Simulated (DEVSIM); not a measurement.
System: abrupt InP p-n junction, at 250 K.

| layer (left to right) | material | thickness (μm) | Nd (cm⁻³) | Na (cm⁻³) | τn (s) | τp (s) |
|---|---|---|---|---|---|---|
| 1 | InP | 0.550 | - | 6.9e15 | 8.5e-8 | 8.5e-8 |
| 2 | InP | 0.550 | 5.8e14 | - | 8.5e-8 | 8.5e-8 |

Left contact: ohmic. Right contact: ohmic. Voltage is applied to the left contact. Recombination: SRH at mid-gap, radiative. Mobility is μmin + (μ − μmin)/(1 + (N/Nref)^α).

This is a model device: material constants are rounded textbook-type values typed into the input, and sizes, dopings and lifetimes were drawn at random. Values at 300 K; Nc and Nv go as T^1.5, mobilities as T to minus their exponent, the gap by Varshni's rule with the affinity fixed.

```tsv
parameter	InP
gap (eV)	1.344
affinity (eV)	4.38
permittivity	12.5
Nc (cm⁻³)	5.7e17
Nv (cm⁻³)	1.1e19
μn (cm²/Vs)	5200
μp (cm²/Vs)	170
μn,min	400
μp,min	10
Nref,n	3e17
Nref,p	4.9e17
αn	0.47
αp	0.62
T exponent of μn	2
T exponent of μp	2
B (cm³/s)	1.2e-10
Varshni α (eV/K)	0.000363
Varshni β (K)	162
```

Model (solved in DEVSIM): 1D drift-diffusion, Boltzmann statistics, complete ionisation; no tunnelling, impact ionisation, image-force lowering or self-heating.

Problem. Tabulate band edges, carrier densities and field at 1.0 V on the left contact.

Solution. Energies count from the Fermi level of the right contact; mesh points crowd at the junctions.

```tsv
x (μm)	Ec (eV)	Ev (eV)	n (cm⁻³)	p (cm⁻³)	field (V/cm)
0.000	0.207	-1.153	< 1e2	6.9e15	26
0.01334	0.207	-1.153	6.9e11	6.9e15	26
0.03568	0.207	-1.153	1.9e12	6.9e15	26
0.06705	0.207	-1.153	3.5e12	6.9e15	26
0.1430	0.207	-1.153	7.4e12	6.9e15	25
0.2286	0.207	-1.152	1.2e13	6.9e15	21
0.3441	0.207	-1.152	1.8e13	6.8e15	-41
0.4434	0.205	-1.154	2.5e13	6.1e15	-530
0.4880	0.201	-1.158	3.3e13	5.1e15	-1300
0.5198	0.195	-1.164	4.5e13	3.8e15	-2500
0.5388	0.190	-1.170	5.9e13	3.0e15	-3400
0.5566	0.183	-1.177	8.2e13	2.1e15	-3800
0.5733	0.177	-1.183	1.1e14	1.6e15	-3300
0.6012	0.169	-1.191	1.6e14	1.1e15	-2500
0.6591	0.157	-1.202	2.8e14	6.0e14	-1600
0.7276	0.149	-1.210	4.1e14	3.7e14	-870
0.8360	0.143	-1.216	5.5e14	2.1e14	-290
0.9335	0.142	-1.218	5.9e14	1.2e14	-47
1.020	0.142	-1.218	5.9e14	5.9e13	52
1.056	0.142	-1.217	5.9e14	3.3e13	71
1.081	0.142	-1.217	5.8e14	1.4e13	77
1.100	0.143	-1.217	5.8e14	< 1e2	79
```
